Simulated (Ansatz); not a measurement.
Here is the system:

```yaml
crystal:
  lattice:
    - [3.39100, 0.00000, 0.00000]
    - [0.00000, 3.39100, 0.00000]
    - [1.69550, -1.69550, 2.46214]
  atoms:
    - { symbol: Be, position: [0.00000, 0.00000, 0.00000] }
    - { symbol: S, position: [0.75000, 0.75000, 0.50000] }
```

No spin polarisation.

Computed with r2SCAN, PAW, 500 eV (Ansatz, a program for electronic structure; without spin-orbit coupling). Settings: 12×12×12 k-points, 0.05 eV Fermi–Dirac smearing.

Estimate the electron mass.

0.77 mₑ along k, 0.29 mₑ across (at X).

What valence-band top at Γ (three highest levels, from the VBM) does the calculation give?

0.00, 0.00, -0.16 eV.

The levels and masses belong to the bands next to the band gap. The cells carry an imposed strain or load. Effective masses come from finite differences of ±0.01 Å⁻¹. Along k means along the line from Γ to the band edge. Stability against distortions was not tested. The cell was made from BeS in the zinc blende structure (space group F-43m, No. 216) by this change: biaxial strain −1.50 %, plane normal [001], relaxed out of plane.
